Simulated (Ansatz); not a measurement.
## SiC (Imm2): band-edge transport data

Here is the system:

```yaml
crystal:
  lattice:
    - [0.06706, 2.25407, 2.12219]
    - [2.25407, 0.06706, 2.12219]
    - [2.32113, 2.32113, 0.00000]
  atoms:
    - { symbol: Si, position: [0.00262, 0.00262, 0.99738] }
    - { symbol: C, position: [0.24738, 0.24738, 0.25262] }
```

Calculation: r2SCAN with spin-orbit coupling, rigid bands (plane waves, PAW; Ansatz, a quantum-chemistry and plane-wave program). Condition of this run: uniaxial stress along [110] of -25 GPa (compression positive) (the target of the relaxation). Cell: cell and atoms relaxed with PBEsol, then loaded as said.

The band gap comes out as 1.00 eV. The electron conductivity mass (300 K, dilute) is 0.26 (x), 0.26 (y), 0.59 (z) mₑ and the hole conductivity mass (300 K, dilute) is 0.67 (x), 0.67 (y), 0.60 (z) mₑ. The effective density of states N_c (300 K) comes out as 5.2e18 cm⁻³ and the effective density of states N_v (300 K) is 1.4e19 cm⁻³. The density-of-states mass, electrons is 0.35 mₑ and the density-of-states mass, holes is 0.66 mₑ. The Seebeck coefficient, n-type 1e19 cm⁻³, 300 K comes out as -173 μV/K and the Seebeck coefficient, p-type 1e19 cm⁻³, 300 K is 279 μV/K.

Rigid bands; masses and Seebeck coefficients take one relaxation time τ for all states and one kind of carrier; polarons and phonon drag are left out. Geometry: cell and atoms relaxed with PBEsol.
